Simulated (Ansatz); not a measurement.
Output of an Ansatz run (abridged):

```
WARN ansatz: RAYON_NUM_THREADS=1 ignored (pool sized by the plan → 1); use --threads N
Pseudopotentials: kind: paw
Pseudopotential: Zr, paw, valence charge 12
Pseudopotential: V, paw, valence charge 13
Pseudopotential: Ga, paw, valence charge 13
Crystal: 7 atoms, lattice volume = 105.285 Å³
Basis set: ecut = 420 eV, 2057 PW (Γ), exchange–correlation on 72×72×72 points (8 copies of the dense FFT grid, shifted against one another)
Bands: 54, of which v1, the nominal top of the filled ones, is band 45 counted from 1 (44 counted from 0)
Symmetry: 8 space group operations
Space group: I4mm (ITA 107), of the structure as read, at distance tolerance 4.7e-5 Å
k-points: 30 of 216 (time reversal used)
PAW frozen core: Zr, regenerated for the run's functional, and the local potential with it
PAW frozen core: V, regenerated for the run's functional, and the local potential with it
PAW frozen core: Ga, regenerated for the run's functional, and the local potential with it
Initial density: superposition of atomic densities (neutral atoms: chi_scale 0, normalization atom), corrected by the library's trained network
Initial wavefunctions: pseudopotential atomic-orbital guess
Eigensolver: davidson
Functional: x = pbesol(κ = 0.804, μ = 0.12345679012345678), c = pbesol(β = 0.046)
SCF iter   1: F=—  HF=-24875.277625 eV  |F-HF|=—  |Δ(HF+E_count)|=         —  Δρ=1.05e-2  dr2=1.41e-1  ethr=1.77e-3  ⟨swp⟩=5.9  Hψ=5439  notcnv=0
all-band conjugate gradients solve this SCF's bands
preconditioner: auto → Kerker (q_TF=auto, 2.658 Å⁻¹)
SCF iter   2: F=—  HF=-24875.263584 eV  |F-HF|=—  |Δ(HF+E_count)|=   1.40e-2  Δρ=4.57e-3  dr2=3.17e-2  ethr=1.57e-4  ⟨swp⟩=2.0  Hψ=2074  notcnv=0
SCF iter   3: F=—  HF=-24875.260873 eV  |F-HF|=—  |Δ(HF+E_count)|=   2.71e-3  Δρ=9.28e-4  dr2=6.45e-4  ethr=3.53e-5  ⟨swp⟩=2.0  Hψ=1813  notcnv=0
SCF iter   4: F=—  HF=-24875.260480 eV  |F-HF|=—  |Δ(HF+E_count)|=   3.93e-4  Δρ=3.84e-4  dr2=1.52e-4  ethr=7.16e-7  ⟨swp⟩=2.0  Hψ=2416  notcnv=0
SCF iter   5: F=—  HF=-24875.260467 eV  |F-HF|=—  |Δ(HF+E_count)|=   1.35e-5  Δρ=1.16e-4  dr2=1.31e-5  ethr=1.69e-7  ⟨swp⟩=2.0  Hψ=2866  notcnv=0
SCF iter   6: F=—  HF=-24875.260472 eV  |F-HF|=—  |Δ(HF+E_count)|=   5.62e-6  Δρ=2.12e-5  dr2=5.34e-7  ethr=1.45e-8  ⟨swp⟩=2.0  Hψ=1907  notcnv=0
SCF iter   7: F=—  HF=-24875.260472 eV  |F-HF|=—  |Δ(HF+E_count)|=   8.79e-8  Δρ=9.31e-6  dr2=1.02e-7  ethr=1.11e-10  ⟨swp⟩=5.2  Hψ=6606  notcnv=0
SCF iter   8: F=-24875.260472 eV  HF=-24875.260472 eV  |F-HF|=1.43e-9  |Δ(HF+E_count)|=   1.32e-8  Δρ=1.29e-6  dr2=2.05e-9  ethr=1.11e-10  ⟨swp⟩=3.6  Hψ=4497  notcnv=0
SCF 1 converged in 8 iterations: F = -24875.260472 eV  dr2 = 2.05e-9
SCF converged after 8 iterations
Free energy (F): -24875.260472 eV
Harris-Foulkes:  -24875.260472 eV  (|F-HF|=1.43e-9)
Internal energy: -24875.165766 eV  (E = F + TS)
E sigma→0 (E₀):  -24875.213119 eV
Entropy (-TS):   -0.094706 eV (-13.529 meV/atom)
Fermi energy:    14.661602 eV
--- Per-component energies (eV) ---
  E_band       = -325.350545
  E_kinetic    = 1477.959972
  E_local      = -9084.621156  (includes V_loc(G=0)·N_el)
  E_nonlocal   = 1690.547010
  E_hartree    = 4230.402061
  E_xc         = -701.127933
  E_vxc        = -762.389610  (∫ρ·V_xc dr)
  E_paw        = -12863.111656  (= ΣΔE_a)
  E_vpaw       = -2107.648088  (= ΣTr[D̂ρ^β])
  E_aug_tail   = 0.000112  (compensation charges beyond the density's cutoff)
  E_ewald      = -9629.131167
  E_core_change = 3.916990  (= ΣΔE_core)
  E_smearing   = -0.094706  (= −TS)
  E_closure    = 0.000000  (closes the sum)
  Σ components = -24875.260472   (vs F -24875.260472, Δ=0.00e0)
--- Forces (eV/Å), atoms counted from 1 ---
  atom   1  Zr     0.00000000    -0.00000000    -0.27699173
  atom   2  V      0.00000000    -0.00000000     0.07856813
  atom   3  V     -0.00000000    -0.00000000     0.07856813
  atom   4  Ga    -0.03284152    -0.03284152     0.02996572
  atom   5  Ga     0.03284152     0.03284152     0.02996572
  atom   6  Ga     0.03284152    -0.03284152     0.02996572
  atom   7  Ga    -0.03284152     0.03284152     0.02996572
  max |Σ_I F_I| component: 7.42e-6 eV/Å
--- Stress (GPa, compression-positive) ---
       -0.257841       0.000000       0.000000
        0.000000      -0.257841       0.000000
        0.000000       0.000000      -0.571882
  P = ⅓ Tr σ = -0.3625 GPa (-3.625 kbar)
  The stress holds the Pulay correction. Without it, at fixed plane waves, as pw.x and ABINIT print it: P = -0.4134 GPa
--- Band table (eV; the first three rows and the last of 30) ---
  k-point 0: bands = ["-49.1784", "-49.0825", "-34.1201", "-23.3866", "-23.1875", "-23.1875", "-23.1047", "-23.1047", "-22.7099", "-12.2479", "-12.2152", "-12.2152", "-0.2815", "-0.2194", "-0.2028", "-0.1913", "-0.1257", "-0.1257", "-0.0947", [...]
  k-point 1: bands = ["-49.1784", "-49.0825", "-34.1201", "-23.3868", "-23.1883", "-23.1874", "-23.1047", "-23.1046", "-22.7099", "-12.2479", "-12.2174", "-12.2152", "-0.2712", "-0.2112", "-0.1991", "-0.1777", "-0.1343", "-0.1231", "-0.0940", [...]
  k-point 2: bands = ["-49.1783", "-49.0825", "-34.1200", "-23.3872", "-23.1899", "-23.1872", "-23.1048", "-23.1043", "-22.7100", "-12.2479", "-12.2217", "-12.2154", "-0.2499", "-0.2008", "-0.1952", "-0.1483", "-0.1445", "-0.1164", "-0.0907", [...]
  k-point 29: bands = ["-49.1782", "-49.0825", "-34.1199", "-23.3882", "-23.1907", "-23.1907", "-23.1043", "-23.1043", "-22.7102", "-12.2488", "-12.2221", "-12.2221", "-0.2559", "-0.2195", "-0.1930", "-0.1930", "-0.1110", "-0.1110", "-0.0932", [...]
```

The structure:

```xyz
7
Lattice="-3.2012 3.2012 2.5684 3.2012 -3.2012 2.5684 3.2012 3.2012 -2.5684" Properties=species:S:1:pos:R:3 pbc="T T T"
Zr     0.0000     0.0000     0.0500
V      0.0000     3.2012     1.2842
V      3.2012     0.0000     1.2842
Ga     1.9403     1.9403     0.0000
Ga     1.2609     1.2609     2.5684
Ga     1.2609    -1.2609     2.5684
Ga    -1.2609     1.2609     2.5684
```

**Question.** What input produced this log?

**Answer.** Other spellings and defaults could give the same log, and not every line can be read from it. The input that was run (DFT, PBEsol, plane waves, default PAW files made with PBE):

Ansatz 0.2 input:
```yaml
# Zr(VGa2)2
crystal:
  lattice:
    - [-3.201248, 3.201248, 2.568443]
    - [3.201248, -3.201248, 2.568443]
    - [3.201248, 3.201248, -2.568443]
  atoms:
    - { symbol: Zr, position: [0.009734, 0.009734, 0.000000] }
    - { symbol: V, position: [0.750000, 0.250000, 0.500000] }
    - { symbol: V, position: [0.250000, 0.750000, 0.500000] }
    - { symbol: Ga, position: [0.303060, 0.303060, 0.606120] }
    - { symbol: Ga, position: [0.696940, 0.696940, 0.393880] }
    - { symbol: Ga, position: [0.303060, 0.696940, 0.000000] }
    - { symbol: Ga, position: [0.696940, 0.303060, 0.000000] }
basis:
  ecutwfc: 420.0
kpoints:
  mp_grid:
    grid: [6, 6, 6]
hamiltonian:
  xc: pbesol
  pseudopotentials:
    kind: paw
scf:
  occupations:
    method: fermi_dirac
    width: 0.1
output:
  forces: true
  eigenvalues: true
  stress: true
```

The starting cell comes from a database of computed structures (which also holds hypothetical and non-ambient phases and stackings), without a prior relaxation at this level. Its lattice was rescaled by up to half a per cent. One atom was moved a little off its site on purpose. Spin polarisation is off. Ansatz's pressure includes its estimate of the finite-basis (Pulay) stress.

Ansatz is a program for electronic structure.
